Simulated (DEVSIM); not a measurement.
Structure: abrupt Ge n-p junction, at 300 K.

| layer (left to right) | material | thickness (μm) | Nd (cm⁻³) | Na (cm⁻³) | τn (s) | τp (s) |
|---|---|---|---|---|---|---|
| 1 | Ge | 98.0 | 7.5e15 | - | 2.7e-6 | 2.7e-6 |
| 2 | Ge | 47.0 | - | 5.4e16 | 2.7e-6 | 2.7e-6 |

Left contact: ohmic. Right contact: ohmic. Voltage is applied to the left contact. Recombination: SRH at mid-gap. Mobility is constant in doping.

Constants are typed, rounded textbook-type inputs, not results; the design itself was drawn at random and stands for no fabricated device. Values at 300 K; Nc and Nv go as T^1.5, mobilities as T to minus their exponent, the gap by Varshni's rule with the affinity fixed.

```
parameter               Ge
----------------  --------
gap (eV)             0.664
affinity (eV)            4
permittivity            16
Nc (cm⁻³)          1.04e19
Nv (cm⁻³)             6e18
μn (cm²/Vs)           3900
μp (cm²/Vs)           1900
T exponent of μn      1.66
T exponent of μp      2.33
Varshni α (eV/K)  0.000477
Varshni β (K)          235
```

Simulated with DEVSIM: 1D drift-diffusion, Boltzmann statistics, complete ionisation; no tunnelling, impact ionisation, image-force lowering or self-heating.

The temperature was swept, all else fixed.

```json
[
 {"temperature (K)": "250", "dark forward voltage at 100 A/cm² (V)": "0.491", "largest field in the device at zero bias (V/cm)": "24000", "potential step across the device at zero bias (V)": "0.437"},
 {"temperature (K)": "300", "dark forward voltage at 100 A/cm² (V)": "0.432", "largest field in the device at zero bias (V/cm)": "22000", "potential step across the device at zero bias (V)": "0.355"},
 {"temperature (K)": "350", "dark forward voltage at 100 A/cm² (V)": "0.373", "largest field in the device at zero bias (V/cm)": "19000", "potential step across the device at zero bias (V)": "0.270"},
 {"temperature (K)": "400", "dark forward voltage at 100 A/cm² (V)": "0.313", "largest field in the device at zero bias (V/cm)": "17000", "potential step across the device at zero bias (V)": "0.184"},
 {"temperature (K)": "450", "dark forward voltage at 100 A/cm² (V)": "?", "largest field in the device at zero bias (V/cm)": "?", "potential step across the device at zero bias (V)": "0.108"},
 {"temperature (K)": "500", "dark forward voltage at 100 A/cm² (V)": "0.163", "largest field in the device at zero bias (V/cm)": "10000", "potential step across the device at zero bias (V)": "0.056"}
]
```

Question: Complete the blanks.

Answer: 
- 450, dark forward voltage at 100 A/cm² (V): 0.245
- 450, largest field in the device at zero bias (V/cm): 14000
